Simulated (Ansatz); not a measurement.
Seebeck coefficient (μV/K, mean over directions) of n-type SrO (Fm-3m) against carrier density, r2SCAN, rigid bands (Ansatz, an electronic-structure program). Computed gap 3.79 eV; densities at which minority carriers matter at this gap, or further valleys turn the trend, are left out. Conductivity mass 0.51 mₑ (harmonic mean over directions), N_c = 3.3e19 cm⁻³ at 300 K.

```csv
electron density,300 K,500 K
1e16 cm⁻³,-913,-979
1e17 cm⁻³,-714,-780
1e18 cm⁻³,-516,-582
3e18 cm⁻³,-422,___
1e19 cm⁻³,-320,___
3e19 cm⁻³,-229,___
1e20 cm⁻³,-140,-196
3e20 cm⁻³,-77,-119
1e21 cm⁻³,-36,-59
```

What belongs in the gaps?


- 3e18 cm⁻³, 500 K: -488
- 1e19 cm⁻³, 500 K: -385
- 3e19 cm⁻³, 500 K: -292

Rigid bands with a gap fixed in temperature, one relaxation time for all states, no polarons or phonon drag, and whether or not such doping can be reached. Spin-orbit coupling is left out. Geometry: cell and atoms relaxed with PBEsol.
